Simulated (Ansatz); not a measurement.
Worked example: self-consistent single point of LaNi2B2C (I4mm, 6 atoms in the cell) in Ansatz (an electronic-structure program).

Method: PBEsol, default PAW files made with PBE (plane waves; Ansatz).

```
CELL_PARAMETERS angstrom
     -1.87976     1.87976     4.88465
      1.87976    -1.87976     4.88465
      1.87976     1.87976    -4.88465
ATOMIC_POSITIONS crystal
  La 0.00512 0.00512 0.00000
  Ni 0.75000 0.25000 0.50000
  Ni 0.25000 0.75000 0.50000
  B  0.34813 0.34813 0.00000
  B  0.65187 0.65187 0.00000
  C  0.50000 0.50000 0.00000
```

Reference input (self-consistent single point, DFT, PBEsol, plane waves, default PAW files made with PBE): basis.ecutwfc = 30.9 Ry; kpoints.mp_grid.grid = 12 12 12; hamiltonian.xc = pbesol; hamiltonian.pseudopotentials = {kind: paw} (the program's default PAW files); scf.occupations.method = fermi_dirac; scf.occupations.width = 0.0073 Ry. This run's input differs from it in these lines:

Ansatz 0.2 input:
```diff
@@ -15,3 +15,3 @@
 kpoints:
-  mp_grid: { grid: [12, 12, 12] }
+  mp_grid: { grid: [6, 6, 6] }
 hamiltonian:
@@ -20,3 +20,3 @@
 scf:
-  occupations: { method: fermi_dirac, width: 0.0073 Ry }
+  occupations: { method: fermi_dirac, width: 0.0015 Ry }
 output:
```

Log, with long lists cut:

```
SCF iter   1: F=—  HF=-18326.055782 eV  |F-HF|=—  |Δ(HF+E_count)|=         —  Δρ=6.73e-3  dr2=3.32e-2  ethr=1.77e-3  ⟨swp⟩=5.9  Hψ=3989  notcnv=0
all-band conjugate gradients solve this SCF's bands
preconditioner: auto → Resta (q_TF=auto, 2.643 Å⁻¹)
SCF iter   2: F=—  HF=-18326.047021 eV  |F-HF|=—  |Δ(HF+E_count)|=   8.76e-3  Δρ=3.09e-3  dr2=1.07e-2  ethr=5.82e-5  ⟨swp⟩=2.2  Hψ=2302  notcnv=0  defer=50
   [... lines left out ...]
SCF iter   4: F=—  HF=-18326.044700 eV  |F-HF|=—  |Δ(HF+E_count)|=   1.81e-4  Δρ=2.50e-4  dr2=5.32e-5  ethr=1.10e-6  ⟨swp⟩=2.1  Hψ=1999  notcnv=0  defer=50
SCF iter   5: F=—  HF=-18326.044685 eV  |F-HF|=—  |Δ(HF+E_count)|=   1.48e-5  Δρ=6.10e-5  dr2=2.21e-6  ethr=9.34e-8  ⟨swp⟩=2.4  Hψ=1516  notcnv=0  defer=50
SCF iter   6: F=—  HF=-18326.044685 eV  |F-HF|=—  |Δ(HF+E_count)|=   2.26e-7  Δρ=2.33e-5  dr2=2.33e-7  ethr=3.87e-9  ⟨swp⟩=2.0  Hψ=1832  notcnv=0  defer=50
SCF iter   7: F=-18326.044685 eV  HF=-18326.044685 eV  |F-HF|=2.04e-8  |Δ(HF+E_count)|=   1.72e-8  Δρ=5.97e-6  dr2=1.93e-8  ethr=1.75e-10  ⟨swp⟩=9.5  Hψ=4439  notcnv=0
SCF 1 converged in 7 iterations: F = -18326.044685 eV  dr2 = 1.93e-8
Free energy (F): -18326.044685 eV
Internal energy: -18326.041936 eV  (E = F + TS)
E sigma→0 (E₀):  -18326.043310 eV
Entropy (-TS):   -0.002749 eV (-0.458 meV/atom)
Fermi energy:    14.684379 eV
--- Forces (eV/Å), atoms counted from 1 ---
  atom   1  La     0.00000000     0.00000000    -0.31049591
  atom   2  Ni     0.00000000     0.00000000     0.14968074
  atom   3  Ni    -0.00000000    -0.00000000     0.14968074
  atom   4  B     -0.00000000    -0.00000000    -0.28207935
  atom   5  B      0.00000000    -0.00000000     0.34636740
  atom   6  C      0.00000000     0.00000000    -0.05314120
--- Stress (GPa, compression-positive) ---
       -2.126170      -0.000000       0.000000
       -0.000000      -2.126170       0.000000
        0.000000       0.000000      -0.506495
  P = ⅓ Tr σ = -1.5863 GPa (-15.863 kbar)
  The stress holds the Pulay correction. Without it, at fixed plane waves, as pw.x and ABINIT print it: P = -1.7311 GPa
```

The run converged in 7 iterations. Against the reference run the free energy rises by 3.5 meV/atom, the pressure stays near -1.59 GPa while the zz stress (positive for compression) goes from -0.17 to -0.51 GPa and the largest force goes from 0.324 to 0.346 eV/Å.

The starting cell comes from a database of computed structures (which also holds hypothetical and non-ambient phases and stackings), without a prior relaxation at this level. Its lattice was rescaled by up to half a per cent. One atom was moved a little off its site on purpose. Spin polarisation is off. Ansatz's pressure includes its estimate of the finite-basis (Pulay) stress.
